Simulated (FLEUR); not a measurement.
## Worked example: self-consistent single point of Pb (Fm-3m, 1 atom in the cell) in FLEUR

Method: PBE, all-electron FLAPW (FLEUR), scalar-relativistic valence.

The input file:

Input of the input generator:

```
Pb crystal
&input film=f /
0.0000000000 2.4675750000 2.4675750000
2.4675750000 0.0000000000 2.4675750000
2.4675750000 2.4675750000 0.0000000000
1.8897261246
1.0 1.0 1.0

1
82 0.0000000000 0.0000000000 0.0000000000

&comp jspins=1 /
&kpt div1=8 div2=8 div3=8 gamma=t /
&end /
```

```xml
<?xml version="1.0" encoding="UTF-8" standalone="no"?>
<fleurInput fleurInputVersion="0.39">
   <comment>
      Pb crystal                                                                                          
   </comment>
   <calculationSetup>
      <cutoffs Kmax="3.8" Gmax="11.4" GmaxXC="11.4" numbands="0"/>
      <scfLoop itmax="100" minDistance="0.00001" maxIterBroyd="15" imix="Anderson" alpha="0.05" precondParam="0.0" spinf="2.0"/>
      <coreElectrons ctail="T" frcor="F" kcrel="0" coretail_lmax="0"/>
      <xcFunctional name="pbe" relativisticCorrections="F"/>
      <magnetism jspins="1"/>
      <soc l_soc="F" theta="0.0" phi="0.0" spav="F"/>
      <expertModes spex="0" secvar="F"/>
      <geometryOptimization l_f="T" forcealpha="1.0" forcemix="BFGS" epsdisp="0.00001" epsforce="0.00001"/>
      <ldaU l_linMix="F" mixParam="0.05" spinf="1.0"/>
   </calculationSetup>
   <cell>
      <bzIntegration valenceElectrons="14.0" mode="hist" fermiSmearingEnergy="0.00367493">
         <kPointListSelection listName="default-1"/>
         <!-- k-points included here -->
         <xi:include xmlns:xi="http://www.w3.org/2001/XInclude" href="kpts.xml"> </xi:include>
      </bzIntegration>
      <!-- symmetry operations included here -->
      <xi:include xmlns:xi="http://www.w3.org/2001/XInclude" href="sym.xml"> </xi:include>
      <bulkLattice scale="1.0">
         <bravaisMatrix>
            <row-1>    0.0000000000000000     4.6630409419098449     4.6630409419098449</row-1>
            <row-2>    4.6630409419098449     0.0000000000000000     4.6630409419098449</row-2>
            <row-3>    4.6630409419098449     4.6630409419098449     0.0000000000000000</row-3>
         </bravaisMatrix>
      </bulkLattice>
   </cell>
   <atomSpecies>
      <species name="Lead (Pb)" element="Pb" atomicNumber="82">
         <mtSphere radius="2.68" gridPoints="925" logIncrement="0.015"/>
         <atomicCutoffs lmax="10" lnonsphr="8"/>
         <electronConfig flipSpins="F">
            <coreConfig>(1s1/2) (2s1/2) (2p1/2) (2p3/2) (3s1/2) (3p1/2) (3p3/2) (4s1/2) (3d3/2) (3d5/2) (4p1/2) (4p3/2) (5s1/2) (4d3/2) (4d5/2) (4f5/2) (4f7/2) (5p1/2) (5p3/2)</coreConfig>
            <valenceConfig>(6s1/2) (5d3/2) (5d5/2) (6p1/2) (6p3/2)</valenceConfig>
            <stateOccupation state="(6p1/2)" spinUp="0.3333333333333" spinDown="0.3333333333333"/>
            <stateOccupation state="(6p3/2)" spinUp="0.6666666666667" spinDown="0.6666666666667"/>
         </electronConfig>
         <energyParameters s="6" p="6" d="6" f="5"/>
         <lo type="SCLO" l="2" n="5" eDeriv="0"/>
      </species>
   </atomSpecies>
   <atomGroups>
      <atomGroup species="Lead (Pb)">
         <relPos label="                   1">.0000000000 .0000000000 .0000000000</relPos>
         <force calculate="T" relaxXYZ="TTT"/>
      </atomGroup>
   </atomGroups>
   <output dos="F" band="F" slice="F">
      <checks vchk="F" cdinf="F"/>
      <bandDOS minEnergy="-.5*Htr" maxEnergy="0.5*Htr" sigma="0.015" storeEVData="T"/>
      <vacuumDOS vacdos="F" integ="F" star="F" nstars="0" locx1="0.0" locy1="0.0" locx2="0.0" locy2="0.0" nstm="0" tworkf="0.0"/>
      <unfoldingBand unfoldBand="F" supercellX="1" supercellY="1" supercellZ="1"/>
      <plotting iplot="0" polar="F">
         <plot TwoD="T" vec1="  1.0  0.0  0.0" vec2="  0.0  1.0  0.0" vec3="  0.0  0.0  1.0" zero="  0.0  0.0  0.0" file="plot"/>
      </plotting>
      <chargeDensitySlicing numkpt="0" minEigenval="0.0" maxEigenval="0.0" nnne="0" pallst="F"/>
      <specialOutput eonly="F"/>
      <magneticCircularDichroism mcd="F" energyLo="-10.0" energyUp="0.0"/>
   </output>
  <!-- We include the file relax.xml here to enable relaxations (see documentation) -->
  <xi:include xmlns:xi="http://www.w3.org/2001/XInclude" href="relax.xml"> <xi:fallback/> </xi:include>
</fleurInput>
```

Output (repeated stretches shortened):

```
      Welcome to FLEUR        (www.flapw.de)
      MaX-Release 8.1          (www.max-centre.eu)

 ========== k-point set info ==========
 Selected k-point list: default-1
 k-point list type: mesh
 8 x 8 x 8
 Number of k points: 29

 ------------Calculation Setup---------------------------
 Number of basis functions:          205
 Iteration:     1   Distance:       5.67476123 me/bohr^3
 Iteration:     2   Distance:       5.31689139 me/bohr^3
 Iteration:     3   Distance:       1.11088673 me/bohr^3
 Iteration:     4   Distance:       0.20522564 me/bohr^3
 Iteration:     5   Distance:       0.20189255 me/bohr^3
 Iteration:     6   Distance:       0.05295373 me/bohr^3
 Iteration:     7   Distance:       0.00608498 me/bohr^3
 Iteration:     8   Distance:       0.00445937 me/bohr^3
 Iteration:     9   Distance:       0.00045601 me/bohr^3
 Iteration:    10   Distance:       0.00004687 me/bohr^3
 Iteration:    11   Distance:       0.00005978 me/bohr^3
 Iteration:    12   Distance:       0.00000220 me/bohr^3

 Run finished successfully
 Stop message:
   Structural relaxation: Done

[file out, last iteration]
             iter=     13
          p o t e n t i a l   g e n e r a t o r
[...]
          integral of pseudo charge density inside the slab=        0.000000   0.000000
     coulomb potential in the interstitial region:
          density-coulomb potential integrals
          total density-coulomb potenti   -36798.9395686369
          density-effective potential integrals for spin  1
          total density-effective poten   -3.7309856521E+04
          charge density-energy density integrals
          total charge density-energy d   -3.9035124755E+02
 Updated energy parameters for spin:           1
  Atom    1 6s branch from -4.83 to  0.58 htr. ; e_l = -0.0258
  Atom    1 6p branch from -2.69 to  1.41 htr. ; e_l =  0.2560
  Atom    1 6d branch from -0.26 to  2.75 htr. ; e_l =  0.4621
  Atom    1 5f branch from -4.41 to  1.88 htr. ; e_l =  0.5955
  Atom    1 5d branch from-14.27 to -0.26 htr. ; e_l(l -0.3208
[...]
 fermi energy and band-weighting factors:
at   0.00000   0.00000   0.00000   k-weight:    0.001953
   12 eigenvalues :
   -0.328673   -0.328673   -0.328673   -0.323350   -0.323350   -0.137024    0.573104    0.573104
    0.573104    0.655670    0.725631    0.758975
   [... 2 blocks of this kind left out ...]

[...]
FERMIE:
          first approx. to ef    (T=0)  :   0.292224 htr   (energy of the highest occ. eigenvalue)
          number of occ. states  (T=0)  :        199
          first approx. to seigv (T=0)  :  -2.813819 htr
          sum of weights of occ. states :   7.001953
          sum of semicore charge        :   0.000000 e
FERHIS:  Fermi-Energy by histogram:
          bandgap                     :   0.009506 htr
          charge neutrality (T=0)     :   0.003906    (zero if the highest occ. eigenvalue is "entirely" occupied)
     EF_NEWTON:  Adjust Fermi-Energy by Newton-Method.
               Number of iterations needed  :   4
               The error in the weight is   : -0.13878E-15
               The error in ef is           :  0.23872E-16 htr
     -->  new fermi energy            :   0.297364 htr
          valence charge              :  14.000000 e
          actual charge blw ef-8kt    :  13.628906 e
          actual charge blw ef+8kt    :  14.000000 e
          number of occ. states       :       205
          sum of the valence weights  :    7.000000
          entropy         :   0.144751 *kb htr/K =   0.00000 htr/K
          sum of val. single particle energies:        -2.8146614851 htr
 Direct bandgap for spin            1 :    5.6327417330711338E-002  Htr
 at k-point           17  with k-vector    0.0000000000000000       0.25000000000000000       0.75000000000000000
          valence density: spin= 1
[...]
     l-like charge
     atom     s        p        d        f        total
 -->  1    1.43321  0.79546  9.83458  0.00913   12.07349
          total charge for spin  1=   14.000000
          interst. charge =       1.926511
          mt charge=             12.073489
          total charge  =   14.000000
          z= 82.     r(1)=  0.256338E-05     dx= 0.015000     m.t.index= 925
               n    l     j    energy       weight
               1.   0.   0.5-3232.8179      2.0000
               2.   0.   0.5 -577.3368      2.0000
               2.   1.   0.5 -554.3330      2.0000
   [... 16 lines left out ...]
          atom type    1  (spin 1)
          kinetic energy=  0.242403235418E+05     sum of the eigenvalues= -0.129362718164E+05
          0.00205881  electrons lost from core.
          total charge for spin  1=   82.000000
          interst. charge =       1.928569
          mt charge=             80.071431
          total charge  =   82.000000
          zc=    82.000000     qfix=    1.000000
     t o t a l  e n e r g y
          sum of eigenvalues =            -12939.0864778655
          density-coulomb potential int   -36798.9395686369
          density-effective potential i   -37309.8565210377
          charge density-ex.-corr.energ     -390.3512475474
          el.-nucl. inter. diff. m.t.      26469.6370875319
          Madelung term for atom type:       -39.9767996158
 ---->    total energy=                   -20928.6648758413 htr
 ---->    (input%tkb*entropy) TS=              0.0005319486 htr
 ---->    free energy=                    -20928.6654077899 htr
      extrapolation for T->0
 ---->    total electron energy=          -20928.6651418156 htr
 ***** TOTAL FORCES ON ATOMS *****
 TOTAL FORCE FOR ATOM TYPE=  1  X=  0.000   Y=  0.000   Z=  0.000
                       FX_TOT= 0.000000 FY_TOT= 0.000000 FZ_TOT= 0.000000
 Structural relaxation: Done
```

The run converged in 12 iterations. FLEUR gives forces in its relaxation mode, with a further iteration, so its stop message speaks of a relaxation.

The starting cell has typed, rounded lattice constants, without a prior relaxation at this level. Its lattice was rescaled by up to half a per cent. Spin-orbit coupling is off. Values depend on the basis (sphere radii, cutoffs, local orbitals), which need not be converged. The log's line on a gap gives a spacing of levels on this mesh, which the program prints for metals too.
